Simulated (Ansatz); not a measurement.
A computed series for hypothetical diamond Ir: response to strain

Base system: Ir in the diamond structure (space group Fd-3m, No. 227; a = 5.570 Å; a hypothetical phase, not in the database extracts checked; relaxed with 0.1 eV smearing). Axes: x, y, z lie along the cube axes.

Strains are applied to the cell and any free atomic positions relax.

Levels (all Ansatz, a quantum-chemistry and plane-wave program, PAW): PBE (420 eV, spin-orbit coupling left out); PBEsol (420 eV, no spin-orbit coupling).

The base cell above is that of PBE; each level relaxes its own structures.

| case | pressure, PBE | pressure, PBEsol |
|---|---|---|
| isotropic strain −1.47 % | 9.1 GPa | 10.2 GPa |
| strain tensor (xx, yy, zz, yz, xz, xy) = (−2.65, −0.15, −0.39, −0.68, +1.23, −0.17) % | 6.3 GPa | 7.1 GPa |
| strain tensor (xx, yy, zz, yz, xz, xy) = (−0.19, +0.88, −1.54, −0.46, −0.54, −0.33) % | 1.6 GPa | 1.8 GPa |

PBE lies below PBEsol in every row, by 0.2 GPa to 1.1 GPa. They put the cases in the same order.

Stability against distortions was not tested. The final runs are not spin-polarised.
